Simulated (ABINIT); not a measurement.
Input and output of a band-structure calculation for PdIn (Pm-3m, 2 atoms in the cell) (ABINIT).

Computed with PBE, PAW (JTH v2.0 PBE PAW) (plane waves; ABINIT).

Input:

```
# PdIn, JTH v2.0 PBE PAW
pp_dirpath "./"
pseudos "In.GGA_PBE-JTH.xml, Pd.GGA_PBE-JTH.xml"
acell 3.2500000000 3.2500000000 3.2500000000 Angstrom
rprim
         1.0000000000    0.0000000000    0.0000000000
         0.0000000000    1.0000000000    0.0000000000
         0.0000000000    0.0000000000    1.0000000000
natom 2
ntypat 2
znucl 49 46
typat 1 2
xcart
         1.6250000000    1.6250000000    1.6250000000
         0.0000000000    0.0000000000    0.0000000000
      Angstrom
ecut 48 Ry
pawecutdg 96 Ry
pawxcdev 0
occopt 3
tsmear 0.00367493
nband 22
kptopt 1
ngkpt 8 8 8
nshiftk 1
shiftk 0 0 0
nstep 80
tolvrs1 1.0e-12
ndtset 2
prtden1 1
getden2 1
iscf2 -2
kptopt2 -5
ndivsm2 4
kptbounds2
       0.00000000  0.00000000  0.00000000  # G
       0.00000000  0.50000000  0.00000000  # X
       0.50000000  0.50000000  0.00000000  # M
       0.00000000  0.00000000  0.00000000  # G
       0.50000000  0.50000000  0.50000000  # R
       0.00000000  0.50000000  0.00000000  # X
nband2 26
nbdbuf2 2
tolwfr2 1.0e-12
prtwf 0
prtvol 1
```

Log, with long lists cut:

```
--- !BeginCycle
solver: {iscf: 17, nstep: 80, nline: 4, wfoptalg: 10, }
tolerances: {tolvrs: 1.00E-12, }
...

     iter   Etot(hartree)      deltaE(h)  residm     nres2
 ETOT  1  -179.40107043305    -1.794E+02 6.136E+01 5.004E+01
 ETOT  2  -186.88369511335    -7.483E+00 1.851E-01 1.736E+01
 ETOT  3  -186.88787171732    -4.177E-03 8.477E-02 3.887E+00
 ETOT  4  -186.89733767225    -9.466E-03 2.410E-02 3.386E+00
 ETOT  5  -186.89482596289     2.512E-03 8.341E-03 1.156E+00
   [... 19 lines left out ...]
 ETOT 25  -186.89356747749     1.648E-12 6.384E-06 5.231E-12
 ETOT 26  -186.89356747750    -2.075E-12 2.205E-05 3.474E-12
 ETOT 27  -186.89356747749     1.734E-12 5.425E-06 6.256E-12
 ETOT 28  -186.89356747749    -3.126E-13 2.238E-05 8.344E-13
 At SCF step   28       nres2   =  8.34E-13 < tolvrs=  1.00E-12 =>converged.

 Cartesian components of stress tensor (hartree/bohr^3)
  sigma(1 1)= -2.15042359E-04  sigma(3 2)=  0.00000000E+00
  sigma(2 2)= -2.15042359E-04  sigma(3 1)=  0.00000000E+00
  sigma(3 3)= -2.15042359E-04  sigma(2 1)=  0.00000000E+00

 ----iterations are completed or convergence reached----

   [... lines left out ...]
 Fermi (or HOMO) energy (hartree) =   0.38062   Average Vxc (hartree)=  -0.44336
total_energy        : -1.86893566929999E+02
-Cartesian components of stress tensor (GPa)         [Pressure=  6.3268E+00 GPa]
 Unit cell volume ucvol=  2.3165767E+02 bohr^3
   [... lines left out ...]
  7.79E-13  8.46E-13  7.21E-13  9.14E-13  8.26E-13  9.07E-13  7.94E-13  9.17E-13
   [... 6 lines left out ...]
 Non-SCF case, kpt   28 (  0.00000  0.50000  0.00000), residuals and eigenvalues=
  8.02E-13  8.00E-13  6.54E-13  7.52E-13  5.95E-13  8.35E-13  3.68E-13  6.08E-13
  7.99E-13  5.32E-13  6.03E-13  7.42E-13  8.86E-13  5.74E-13  6.37E-13  6.88E-13
  4.32E-13  8.17E-13  9.79E-13  6.68E-13  7.42E-13  7.97E-13  6.01E-13  6.03E-13
   [... 6 lines left out ...]

 scprqt:  WARNING -
  nstep=   80 was not enough non-SCF iterations to converge;
  maximum residual=  3.496E-11 exceeds tolwfr=  1.000E-12

 ----iterations are completed or convergence reached----

 reduced coordinates (array xred) for    2 atoms
       0.500000000000      0.500000000000      0.500000000000
       0.000000000000      0.000000000000      0.000000000000

 Calculation completed.
```

The run ended unconverged in one of its stages. 

The starting cell has typed, rounded lattice constants, without a prior relaxation at this level.
